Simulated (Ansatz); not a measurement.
Start from TiAl (space group P4/mmm, No. 123; a = 2.8241 Å, c = 4.0748 Å; relaxed with 0.1 eV smearing). Axes: x, y, z lie along a, b, c of the conventional cell.

The values are results of PBE (Ansatz, an electronic-structure program), no SOC, not measurements.

The change: the cell is stretched by 2.00 % along z with no lateral relaxation, atoms relaxed at fixed cell.

Question: Predict the stress tensor and what it implies for the stiffness.

Answer: Stress of the strained cell less that of the base (GPa, compression positive):
```
   -1.6     0.0     0.0
    0.0    -1.6     0.0
    0.0     0.0    -3.3
```

Then −Δσ_ii/ε with ε = 0.0200 gives secant stiffness values (nonlinear terms included at this strain): C33 ≈ 165 GPa, C13 ≈ 79 GPa and C23 ≈ 79 GPa.

Whether these cells are dynamically stable was not tested. The final runs are not spin-polarised.
